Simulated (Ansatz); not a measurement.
Results of PBEsol (Ansatz, an electronic-structure program, plane waves, PAW) for B20 (FeSi-type) FeGe.

Settings: plane-wave cutoff 520 eV, 12×12×12 k mesh, Fermi–Dirac smearing 0.05 eV, spin-polarised with parallel moments, scalar-relativistic PAW data made under PBE.

Energies at three volumes about the minimum:

| V (Å³/atom) | E − E_lowest (meV/atom) |
|---|---|
| 11.898 | 2.90 |
| 12.140 | 0.00 |
| 12.383 | 2.71 |

Q: Fit a parabola by hand: where is the minimum, and what is the bulk modulus?

A: Slopes: (0.00 − 2.90)/(12.140 − 11.898) = -11.983 and (2.71 − 0.00)/(12.383 − 12.140) = 11.152 meV/Å³. Curvature E″ = 2 × (11.152 − (-11.983))/(12.383 − 11.898) = 95.402 meV/Å⁶. From the middle of the first interval, the slope vanishes at V0 = 12.0190 − (-11.983)/95.402 = 12.145 Å³/atom. B = V0 E″ = 12.145 × 95.402 meV/Å³ × 0.1602 GPa per meV/Å³ = 186 GPa. The full Birch–Murnaghan fit to all volumes gives V0 = 12.139 Å³/atom and B0 = 185 GPa.

Shape and atoms are relaxed at each volume.

Measured, for comparison: bulk modulus 147 ± 3 GPa (82 K, zero-point motion not removed; as tabulated in Wilhelm et al. (2007), arXiv:cond-mat/0703031); equilibrium volume per atom 12.97 Å³/atom (295 K, no zero-point or thermal correction; as tabulated in Wilhelm et al. (2007), arXiv:cond-mat/0703031). Computed (rounded) less measured: bulk modulus +26 %, equilibrium volume per atom -6.4 %.

Note: the collinear magnetic order is the start's and need not be the measured one; the bulk modulus comes from volumes at which shape and atoms were relaxed.
